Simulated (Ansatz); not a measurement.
Consider AlN in the wurtzite structure (space group P6_3mc, No. 186; a = 3.130 Å, c = 5.018 Å). Axes: x lies along a and z along c of the hexagonal cell.

Calculations: PBE/PAW in Ansatz (a quantum-chemistry and plane-wave program), without spin-orbit coupling.

Strains are applied to the cell and any free atomic positions relax.

One change was made to it. Results:

| quantity | base | after |
|---|---|---|
| electron mass | – | 0.29 mₑ (at Γ) |
| valence-band top at Γ (three highest levels, from the VBM) | 0.00, -0.20, -0.20 eV | 0.00, -0.25, -0.25 eV |
| energy relative to the base (free energy F) | 0 meV/atom | +0.4 meV/atom |

**Question.** Name the change that was made.
(A) uniaxial strain ε_zz = −1.20 %
(B) uniaxial strain ε_zz = −0.60 %
(C) uniaxial strain ε_zz = −2.40 %

**Answer.** B, uniaxial strain ε_zz = −0.60 %. For comparison, the electron mass in the other runs: uniaxial strain ε_zz = −2.40 % gives 0.30 mₑ (at Γ); uniaxial strain ε_zz = −1.20 % gives 0.30 mₑ (at Γ).

The levels and masses belong to the bands next to the band gap. Effective masses come from finite differences of ±0.01 Å⁻¹. No phonon test of stability was made.
